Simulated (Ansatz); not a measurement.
Hypothetical rock salt WGe: isotropic strain +2.77 %

The reference is WGe in the rock salt structure (space group Fm-3m, No. 225; a = 5.122 Å; a hypothetical phase, not in the database extracts checked).

Perturbation: the cell is scaled by 1.0277 in all directions, atoms relaxed at fixed cell.

Calculations: r2SCAN (Ansatz, a quantum-chemistry and plane-wave program), no SOC. Γ-centred 16×16×16 mesh, Fermi–Dirac width 0.05 eV.

```csv
quantity,base,changed,shift
volume per atom,16.79 Å³,18.23 Å³,+1.435 Å³
space group,Fm-3m (No. 225),Fm-3m (No. 225),–
shortest interatomic distance,2.561 Å,2.632 Å,+0.071 Å
energy relative to the base (free energy F),0 meV/atom,+61 meV/atom,+61 meV/atom
band gap,zero,zero,–
```

Final structure:

```xyz
2
Lattice="0.0000 2.6318 2.6318 2.6318 0.0000 2.6318 2.6318 2.6318 0.0000" Properties=species:S:1:pos:R:3 pbc="T T T"
Ge     0.0000     0.0000     0.0000
W      2.6318     2.6318     2.6318
```

Whether these cells are dynamically stable was not tested. The final runs are not spin-polarised. WGe has a high density of states at the Fermi level and may be magnetic at this level.
